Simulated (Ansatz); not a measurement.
# SrTiO3: holes 2.0×10^21 cm⁻³

Base system: SrTiO3 in the cubic perovskite structure (space group Pm-3m, No. 221; a = 3.9070 Å).

Now apply this change: 0.119 holes added to each cell, a density of 2.0×10^21 cm⁻³, with a uniform compensating background at fixed cell and a 300 K Fermi–Dirac width.

Computed with r2SCAN/PAW in Ansatz (a first-principles code), no spin-orbit coupling. Γ-centred 12×12×12 mesh, Fermi–Dirac width 0.0259 eV.

| quantity | base | changed | shift |
|---|---|---|---|
| gap between the host's bands | 2.26 eV | 2.32 eV | +0.055 eV |
| gap character | indirect, R → Γ | indirect, R → Γ | – |
| Fermi level relative to the doped band's edge (positive inside the band; to 0.05 eV) | – | +0.10 eV | – |

Cost of the whole job for the changed cell (relaxation, final SCF and bands): about 30 core-seconds (a rough figure).

Carriers are added with a uniform compensating background; total energy and stress of such cells depend on the potential's zero and are not compared; many-body gap narrowing is missing at this level. No phonon test of stability was made. All final runs are without spin polarisation. Many cubic perovskites are stable only at high temperature; tilts and polar distortions were not tested.
